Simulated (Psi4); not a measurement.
Psi4 1.11, PBE0/def2-svpd: Au(OH)(NH3) ([NH3]->[Au][OH]), 7 atoms. The geometry is a generated start, not checked to be a minimum at this level.

```yaml
task: energy
method: pbe0
basis: def2-svpd
memory: 3 GB
maxiter: 100
keys_of_the_molecule_block: symmetry c1
scf_type: df (default)
guess: auto, which took SAD (default)
scf_initial_accelerator: adiis (default)
e_convergence: 1e-06 (default)
d_convergence: 1e-06 (default)
dft_radial_points: 75 (default)
dft_spherical_points: 302 (default)
effective_core_potentials: those of the basis set, past Kr
basis_functions: 110
grid_points: 152648
```

```xyz
7

Au     0.4641     0.2017     0.5432
O      1.6272     0.8656     1.9870
H      1.5335     1.8103     2.0791
N     -0.7547    -0.6155    -0.9636
H     -1.3647     0.0947    -1.3521
H     -1.3247    -1.3634    -0.5840
H     -0.1806    -0.9935    -1.7096
```

Charge 0 and multiplicity 1 are set for this test and not shown to be the ground state.

One run each on 2 threads. Values of diis_max_vecs tried: 3, 6, 10 (default), 20.

**Question.** How does the count of SCF iterations change with diis_max_vecs, and where is it least?

**Answer.** Fewest SCF iterations, within one of each other: 6 with 11, 10 (default) with 10, 20 with 10. The count rises to 16 at 3. All converge to one solution.

```
diis_max_vecs  SCF iterations            end
-------------  --------------  -------------
3                          16  same solution
6                          11  same solution
10 (default)               10  same solution
20                         10  same solution
```
